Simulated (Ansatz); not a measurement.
Short convergence ladders for Tc3Pt (P3m1, 8 atoms in the cell)

```
Tc3Pt
1.0
    5.49734     0.00000     0.00000
   -2.74867     4.76084     0.00000
    0.00000     0.00000     4.35916
Tc Pt
6 2
Direct
  0.15750   0.31500   0.25000
  0.84250   0.68500   0.75000
  0.84250   0.15750   0.75000
  0.15750   0.84250   0.25000
  0.68500   0.84250   0.25000
  0.31500   0.15750   0.75000
  0.33333   0.66667   0.76147
  0.66667   0.33333   0.25000
```

Base method: PBEsol, default PAW files made with PBE (plane waves; Ansatz, a first-principles code).

Base settings: basis.ecutwfc = 500 eV; kpoints.mp_grid.grid = 3 3 3; hamiltonian.xc = pbesol; hamiltonian.pseudopotentials = {kind: paw} (the program's default PAW files); scf.occupations.method = gaussian; scf.occupations.width = 0.1 eV.

The count of work is k-points × plane waves × bands × iterations; it is no time. Core times come from one kind of shared machine, to one figure; runs under 30 s give none.

**The cutoff for other potential files**

Level: DFT, PBEsol, plane waves, harder PAW files (source: ansatz) made with PBE.

In this ladder: hamiltonian.pseudopotentials = {kind: paw, source: ansatz}.

The second cell is the first with its lattice scaled by 0.98.

The mesh stays at the base's, so the ladder's end is converged at best in this setting alone.

The first pressure column holds Ansatz's estimate of the finite-basis (Pulay) stress, which hides part of the cutoff error; the other is without it.

Only quantities that move along the ladder and can be compared are tabulated.

```tsv
basis.ecutwfc	free energy less the last step's (meV/atom)	energy of the compressed cell less the first (meV/atom)	pressure (GPa)	pressure without the Pulay estimate (GPa)	largest difference of a force vector from the last step's (eV/Å)	count of work / last
255 eV	6863.10	221.49	7.90	-348.73	2.185	0.096
315 eV	1401.74	-31.32	-9.14	-100.43	0.426	0.14
400 eV	88.97	44.13	-2.29	-12.08	0.016	0.21
485 eV	3.76	42.92	-2.50	-2.92	0.000	0.28
570 eV	1.38	42.78	-2.50	-2.51	0.001	0.36
685 eV	1.21	42.77	-2.50	-2.51	0.001	0.47
855 eV	0.61	42.77	-2.50	-2.52	0.000	0.66
1140 eV	0.00	42.77	-2.50	-2.52	0.000	1.0
```

Coarsest basis.ecutwfc that holds the forces within 0.02 eV/Å of the last step, with all finer ones: 400 eV, at 0.21 of the last step's count of work; the step before is off by 0.43 eV/Å.

Coarsest basis.ecutwfc that holds the energy of the compressed cell less the first within 0.5 meV/atom of the last step, with all finer ones: 485 eV, at 0.28 of the last step's count of work; the step before is off by 1.4 meV/atom.

State of the free energy at the end of the ladder: still drifting one way, by 1.2 meV/atom over the last two steps, so the last step is no safe reference.

The energy difference between the two cells stays within 1 meV/atom of the last step's from 485 eV on, the total only from 855 eV on: much of the error is common to both cells and cancels.

At the lowest cutoff the pressure without the Pulay estimate lies 346 GPa under the last step's, the usual sign of Pulay stress in an incomplete plane-wave basis.

**The relaxed cell against the cutoff**

On Tc3Pt (P6_3/mmc, 8 atoms in the cell): atoms on their sites.

In this ladder: relax = cell and atoms.

The mesh stays at the base's, so the ladder's end is converged at best in this setting alone.

Only quantities that move along the ladder and can be compared are tabulated.

| basis.ecutwfc | relaxed volume (Å³/atom) | relaxation steps | core time / last (rough) |
|---|---|---|---|
| 300 eV | 13.976 | 24 | 0.8 |
| 350 eV | 14.110 | 13 | 0.5 |
| 425 eV | 14.132 | 8 | 0.4 |
| 500 eV | 14.131 | 6 | 0.4 |
| 600 eV | 14.131 | 6 | 0.5 |
| 750 eV | 14.131 | 6 | 0.7 |
| 1000 eV | 14.131 | 6 | 1 |

Coarsest basis.ecutwfc that holds the relaxed volume within 0.071 Å³/atom of the last step, with all finer ones: 350 eV; the step before is off by 0.15 Å³/atom.

At the lowest cutoff the cell relaxes to a volume 1.1 % smaller than at the highest. Ansatz relaxes on a stress corrected for the finite basis.

On the base run: the starting cell comes from a database of computed structures (which also holds hypothetical and non-ambient phases and stackings), without a prior relaxation at this level. Its lattice was rescaled by up to half a per cent. One atom was moved a little off its site on purpose. Spin polarisation is off. Without a gap this mesh is coarse (it stands for a supercell whose shortest vector is 13 Å).

Left out of this page: 1 run of the series failed or unconverged.

Keys are those of Ansatz 0.2.
